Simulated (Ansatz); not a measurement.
Start from Hf in the hcp (Mg type) structure (space group P6_3/mmc, No. 194; a = 3.198 Å, c = 5.049 Å; relaxed with 0.1 eV smearing). Axes: x lies along a and z along c of the hexagonal cell.

Structures relaxed with r2SCAN (Ansatz, a quantum-chemistry and plane-wave program), no SOC.

Base:

Simulated powder pattern, Cu Kα1, λ = 1.54056 Å (kinematic, ideal powder, no thermal factors, no anomalous dispersion; the 10 strongest lines at most, above 2 %, up to 2θ = 90°):

```json
[
 {"2θ (°)": "32.29", "I/Imax (%)": "24", "hkl": "(100)"},
 {"2θ (°)": "35.53", "I/Imax (%)": "25", "hkl": "(002)"},
 {"2θ (°)": "36.99", "I/Imax (%)": "100", "hkl": "(101)"},
 {"2θ (°)": "48.77", "I/Imax (%)": "16", "hkl": "(102)"},
 {"2θ (°)": "57.59", "I/Imax (%)": "19", "hkl": "(110)"},
 {"2θ (°)": "64.76", "I/Imax (%)": "20", "hkl": "(103)"},
 {"2θ (°)": "69.53", "I/Imax (%)": "22", "hkl": "(112)"},
 {"2θ (°)": "70.44", "I/Imax (%)": "16", "hkl": "(201)"},
 {"2θ (°)": "78.75", "I/Imax (%)": "3.9", "hkl": "(202)"},
 {"2θ (°)": "84.23", "I/Imax (%)": "3.4", "hkl": "(104)"}
]
```

Now apply this change: the symmetric strain tensor [0.0057 0.0036 -0.0058; 0.0036 0.0037 -0.0047; -0.0058 -0.0047 -0.0011], atoms relaxed at fixed cell.

Question: Predict the new powder pattern.

Answer: 
Simulated powder pattern, Cu Kα1, λ = 1.54056 Å (kinematic, ideal powder, no thermal factors, no anomalous dispersion; the 10 strongest lines at most, above 2 %, up to 2θ = 90°):

```tsv
2θ (°)	d (Å)	I/Imax (%)	hkl
32.02	2.792	32	(100)
32.17	2.780	33	(010)
32.22	2.776	33	(1 -1 0)
35.58	2.521	100	(002)
36.52	2.458	71	(1 0 -1)
36.74	2.444	69	(0 1 -1)
36.85	2.437	68	(-1 1 1)
37.00	2.428	69	(101)
37.02	2.426	67	(1 -1 1)
37.04	2.425	67	(011)
```

The indices refer to the base's conventional cell; one index is shown for lines that coincide. The space group is now P-1 (No. 2).

No phonon test of stability was made. The final runs are not spin-polarised.
